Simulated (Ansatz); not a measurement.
An Ansatz (a first-principles code) run: Be2Si with a change (biaxial strain −0.59 %, plane normal [110], relaxed out of plane); Ansatz, PBE, PAW, cutoff 420 eV, without spin-orbit coupling.

Input:

Ansatz 0.2 input:
```yaml
crystal:
  lattice:
    - [3.7140525921, 0, 0]
    - [0, 5.2524635471, 0]
    - [1.857026296, 2.6262317735, 1.8735585189]
  atoms:
    - { symbol: Si, position: [0, 0, 0] }
    - { symbol: Be, position: [0.5, 0.75, 0] }
    - { symbol: Be, position: [0.5, 0.25, 1] }
basis: { ecutwfc: 420, ecutrho_ratio: 4, xc_grid: 2, fft_grid_basis: typed }
kpoints: { mp_grid: { grid: [19, 19, 19] } }
hamiltonian:
  xc: pbe
  dispersion: none
  pseudopotentials: { kind: paw }
scf: { occupations: { method: fermi_dirac, width: 0.1 } }
relax: { f_tol: 0.005, max_steps: 50, cell: { stress_tol: 0.01, fix: [a, b, gamma] } }
output: { forces: true, stress: true }
checkpoint: { write: state.ck, write_every: 1000 }
```

Output (explanatory and most iteration lines left out):

```
Relaxation: its limit of steps is 50 (relax.max_steps)
Pseudopotential: Si, paw, valence charge 4
Pseudopotential: Be, paw, valence charge 2
Crystal: 3 atoms, lattice volume = 36.549 Å³
Basis set: ecut = 420 eV, 725 PW (Γ), exchange–correlation on 50×72×50 points (8 copies of the dense FFT grid, shifted against one another)
Bands: 8, of which v1, the nominal top of the filled ones, is band 4 counted from 1 (3 counted from 0)
Symmetry: 8 space group operations
Space group: Immm (ITA 71), of the structure as read, at distance tolerance 3.3e-5 Å
k-points: 1000 of 6859
Functional: x = pbe(κ = 0.804, μ = 0.2195149727645171), c = pbe(β = 0.06672455060314922)
SCF iter   1: F=—  HF=-820.625356 eV  |F-HF|=—  |Δ(HF+E_count)|=         —  Δρ=1.13e-3  dr2=7.18e-4  ethr=1.77e-3  ⟨swp⟩=5.4  Hψ=66087  notcnv=0
SCF iter   2: F=—  HF=-820.625710 eV  |F-HF|=—  |Δ(HF+E_count)|=   3.55e-4  Δρ=8.16e-4  dr2=4.06e-4  ethr=8.97e-6  ⟨swp⟩=2.3  Hψ=19447  notcnv=0
SCF 1 converged in 6 iterations: F = -820.626072 eV  dr2 = 4.12e-10
relax step   1: F+E_penalty+E_count = -820.62607196 eV  Δ(F+E_penalty+E_count) = +0.000e0 eV  max|allowed force component| = 3.500e-2 eV/Å  Δτ_max = 0.0000 Å  P = +0.897 GPa  Ω = 36.549 Å³  fix = [a, b, gamma]  reactions: a +1.781, b +1.033 GPa  (6 SCF iters, dr2 threshold 1.00e-7 eV, accepted)
[... steps on the carried basis left out ...]
relax step   4: F+E_penalty+E_count = -820.62634922 eV  Δ(F+E_penalty+E_count) = -9.348e-7 eV  max|allowed force component| = 9.352e-6 eV/Å  Δτ_max = 0.0001 Å  P = +0.810 GPa  Ω = 36.577 Å³  energy of the carried Pulay correction = -4.347e-6 eV  fix = [a, b, gamma]  reactions: a +1.479, b +0.954 GPa  (3 SCF iters, dr2 threshold 1.42e-8 eV, accepted)
Crystal: 3 atoms, lattice volume = 36.577 Å³
SCF iter   1: F=—  HF=-820.626359 eV  |F-HF|=—  |Δ(HF+E_count)|=         —  Δρ=2.44e-6  dr2=1.82e-9  ethr=4.08e-8  ⟨swp⟩=3.3  Hψ=92008  notcnv=0
SCF iter   2: F=—  HF=-820.626354 eV  |F-HF|=—  |Δ(HF+E_count)|=   4.52e-6  Δρ=1.11e-6  dr2=3.48e-10  ethr=2.27e-11  ⟨swp⟩=2.2  Hψ=12520  notcnv=0
SCF 5 converged in 4 iterations: F = -820.626354 eV  dr2 = 1.01e-12
SCF converged after 4 iterations
Free energy (F): -820.626354 eV
Internal energy: -820.612779 eV  (E = F + TS)
E sigma→0 (E₀):  -820.619567 eV
Entropy (-TS):   -0.013575 eV (-4.525 meV/atom)
Fermi energy:    7.437414 eV
--- Forces (eV/Å), atoms counted from 1 ---
  atom   1  Si     0.00000000     0.00000000     0.00000000
  atom   2  Be    -0.00000000    -0.00001026    -0.00000000
  atom   3  Be     0.00000000     0.00001026     0.00000000
--- Stress (GPa, compression-positive) ---
        1.478867      -0.000000       0.000000
       -0.000000       0.954202       0.000000
        0.000000       0.000000      -0.001883
  P = ⅓ Tr σ = 0.8104 GPa (8.104 kbar)
--- Relaxed structure (4 steps of the walk, 4 accepted, 1 SCFs on fresh bases) ---
  cell:  # Å, volume = 36.5774 Å³
    - [3.7140525921, -3.306326935096474e-22, 4.955890252118726e-11]
    - [-4.6758524006556945e-22, 5.2524635471, 7.008639469732078e-11]
    - [1.8570262960249806, 2.6262317735249807, 1.8749999329910099]
  atoms:
    - { symbol: Si, position: [-8.43997634529389e-36, -2.2916983707345487e-36, 3.0898039059568506e-46] }
    - { symbol: Be, position: [0.5, 0.748408832431969, -2.1484363988544348e-19] }
    - { symbol: Be, position: [0.4999999999999999, 0.2515911675680311, 1.0] }
```

Stability against distortions was not tested. All final runs are without spin polarisation. The cell was made from Be$_{2}$Si (space group Fm-3m, No. 225; a model cell, its experimental status unchecked) by this change: biaxial strain −0.59 %, plane normal [110], relaxed out of plane.
